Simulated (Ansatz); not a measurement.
Structure of amorphous Hf18O37Li2 (periodic cell):

```yaml
crystal:
  lattice:
    - [8.93119, 0.23406, -0.04357]
    - [0.23406, 8.91765, 0.13381]
    - [-0.04357, 0.13381, 9.07638]
  atoms:
    - { symbol: Hf, position: [0.12917, 0.63458, 0.45963] }
    - { symbol: Hf, position: [0.37949, 0.33433, 0.51490] }
    - { symbol: Hf, position: [0.84753, 0.22414, 0.09087] }
    - { symbol: Hf, position: [0.51085, 0.48993, 0.11842] }
    - { symbol: Hf, position: [0.73653, 0.39854, 0.44420] }
    - { symbol: Hf, position: [0.66730, 0.88701, 0.01770] }
    - { symbol: Hf, position: [0.93733, 0.02731, 0.40162] }
    - { symbol: Hf, position: [0.25766, 0.80580, 0.18827] }
    - { symbol: Hf, position: [0.97822, 0.19744, 0.70938] }
    - { symbol: Hf, position: [0.95716, 0.78608, 0.80956] }
    - { symbol: Hf, position: [0.70190, 0.46373, 0.77178] }
    - { symbol: Hf, position: [0.61568, 0.05733, 0.69015] }
    - { symbol: Hf, position: [0.18017, 0.27553, 0.22283] }
    - { symbol: Hf, position: [0.88962, 0.60037, 0.12335] }
    - { symbol: Hf, position: [0.27287, 0.03510, 0.84117] }
    - { symbol: Hf, position: [0.62399, 0.75065, 0.39300] }
    - { symbol: Hf, position: [0.25689, 0.46563, 0.88077] }
    - { symbol: Hf, position: [0.31423, 0.96334, 0.49562] }
    - { symbol: O, position: [0.63302, 0.69413, 0.14495] }
    - { symbol: O, position: [0.10465, 0.11879, 0.53625] }
    - { symbol: O, position: [0.51705, 0.42696, 0.34470] }
    - { symbol: O, position: [0.28304, 0.49068, 0.65590] }
    - { symbol: O, position: [0.50272, 0.01488, 0.88628] }
    - { symbol: O, position: [0.72681, 0.41787, 0.10358] }
    - { symbol: O, position: [0.88752, 0.81994, 0.04584] }
    - { symbol: O, position: [0.44996, 0.88799, 0.27642] }
    - { symbol: O, position: [0.08117, 0.65668, 0.23852] }
    - { symbol: O, position: [0.80233, 0.24916, 0.86162] }
    - { symbol: O, position: [0.02987, 0.11306, 0.19938] }
    - { symbol: O, position: [0.88318, 0.39776, 0.61967] }
    - { symbol: O, position: [0.49974, 0.47877, 0.88055] }
    - { symbol: O, position: [0.34562, 0.64103, 0.07042] }
    - { symbol: O, position: [0.38165, 0.13919, 0.64518] }
    - { symbol: O, position: [0.33989, 0.33739, 0.08174] }
    - { symbol: O, position: [0.68344, 0.07982, 0.11350] }
    - { symbol: O, position: [0.82313, 0.07838, 0.59503] }
    - { symbol: O, position: [0.13346, 0.88779, 0.37607] }
    - { symbol: O, position: [0.01619, 0.39379, 0.10116] }
    - { symbol: O, position: [0.81023, 0.57954, 0.34287] }
    - { symbol: O, position: [0.81661, 0.22750, 0.33143] }
    - { symbol: O, position: [0.98969, 0.72957, 0.60238] }
    - { symbol: O, position: [0.17989, 0.41107, 0.39677] }
    - { symbol: O, position: [0.10775, 0.63058, 0.89855] }
    - { symbol: O, position: [0.54683, 0.91069, 0.54624] }
    - { symbol: O, position: [0.81777, 0.59997, 0.88569] }
    - { symbol: O, position: [0.78441, 0.88264, 0.35703] }
    - { symbol: O, position: [0.73884, 0.88709, 0.80444] }
    - { symbol: O, position: [0.16663, 0.26121, 0.83278] }
    - { symbol: O, position: [0.63154, 0.59485, 0.58470] }
    - { symbol: O, position: [0.34891, 0.16557, 0.35817] }
    - { symbol: O, position: [0.33881, 0.70051, 0.44264] }
    - { symbol: O, position: [0.25263, 0.97556, 0.05078] }
    - { symbol: O, position: [0.03833, 0.99811, 0.82530] }
    - { symbol: O, position: [0.28607, 0.86565, 0.69935] }
    - { symbol: O, position: [0.59868, 0.29850, 0.61166] }
    - { symbol: Li, position: [0.50019, 0.08879, 0.22499] }
    - { symbol: Li, position: [0.41496, 0.67581, 0.64695] }
```

Methods: PBE, scalar-relativistic without spin-orbit coupling (Ansatz, an electronic-structure program); r2SCAN, scalar-relativistic without spin-orbit coupling (Ansatz); HSE06, scalar-relativistic without spin-orbit coupling (Ansatz). Neutral PBE cell, which sets geometry, pressure and energy: sampling: a 2×2×2 Γ-centred mesh; Fermi-Dirac width 0.02 eV; no spin polarisation. Exact exchange is cut at the faces of this 9 Å cell, which leaves hybrid gaps a finite-size error.

A CHGNet melt-quench gave the starting glass, which DFT then relaxed. O atoms were pushed apart under 1.9 Å during the dynamics, to hinder bonds among them. The hot cell started wider than the set density and was brought back towards it in steps. It is the lowest in DFT energy of 2 quenches. It is a model cell: composition and starting density were chosen by hand, and all elements were melted together. No dispersion term was used. Its density started from a set value of 8.78 and ended at 8.78 g/cm³. Cooling (nominally 300 K/ps over its main leg) ran many orders faster than in experiment, which tends to leave more defects and strain. Values belong to this one cell and scatter from quench to quench. The volume was held where the preparation left it and the shape relaxed.

**Question.** Give the pressure and the spacing of the highest filled and lowest empty levels.

**Answer.** 
| Property | Value |
|---|---|
| Pressure on a 2×2×2 Γ-centred mesh | 13.0 kbar |
| Largest force and stress component on that mesh (the relaxation ran on the zone centre alone) | 0.11 eV/Å and 1.3 GPa |
| Gap on a 2×2×2 Γ-centred mesh (PBE) | 4.13 eV |
| Gap at the zone centre (PBE) | 4.20 eV |
| Gap at the zone centre (r2SCAN) | 4.68 eV |
| Gap at the zone centre (HSE06) | 5.77 eV |
| Distance between the nearest levels spread over more than a fifth of the atoms or a third of the atoms of their main element (six at least) (PBE, zone centre) | 4.20 eV |

**Question.** At PBE and the zone centre, how localised are the states just below and above the Fermi level (participation number: the atoms over which a state spreads)?

**Answer.** The highest filled state is spread over 13.2 atoms' worth, largest on O27, with weights by element (charge in smoothed Voronoi cells) O 0.94, Hf 0.05, Li 0.01. The lowest empty state is spread over 18.7 atoms' worth, largest on Hf16, with weights by element (charge in smoothed Voronoi cells) Hf 0.61, O 0.38, Li 0.01.

Neighbours within Hf-Hf 3.34 Å, Hf-O 2.70 Å, Hf-Li 3.10 Å, O-O 1.58 Å, O-Li 2.33 Å, Li-Li 2.86 Å count as bonded. Two cations that share two anions don't count as bonded, nor two that share one unless they lie closer than Hf-Hf 3.25 Å, Hf-Li 3.02 Å, Li-Li 2.78 Å.

Added carriers, by PBE, scalar-relativistic without spin-orbit coupling (Ansatz) on the zone centre alone. Charged cells keep the cell fixed and stand in a uniform background, with no image correction, at a width of 0.01 eV; where the count is odd the moment is locked at 1 μB, unless the neutral cell bore moments. Each starts from the undistorted neutral geometry alone. PBE's self-interaction favours spread-out carriers, so it can miss traps that a hybrid finds.

**Question.** What happens at PBE when the cell takes an extra electron and the atoms relax?

**Answer.** Relaxation lowers the charged cell by 0.46 eV. The largest moves are O32 0.22 Å, O21 0.18 Å, Hf8 0.16 Å, O19 0.15 Å. The level that holds the added charge spreads over 9.6 atoms' worth, most on Hf4 (weight 0.24): a partly localised carrier. No bond crosses its cut-off with a change of over 0.15 Å (metal-metal contacts aside). Made neutral again at that geometry, the cell lies +0.78 eV from the neutral start.

**Question.** What happens at PBE when the cell takes a hole and the atoms relax?

**Answer.** Relaxation lowers the charged cell by 0.36 eV. The largest moves are O52 0.60 Å, O26 0.42 Å, O32 0.41 Å, Hf8 0.39 Å. The level that was emptied spreads over 3.3 atoms' worth, most on O51 (weight 0.47): a localised (trapped) carrier, which neighbours of that atom can share. Bonds broken: Hf8-O51, Hf17-O32, O22-Li57. Bonds formed: Hf13-O52, O52-Li56. Made neutral again at that geometry, the cell lies +1.02 eV from the neutral start.
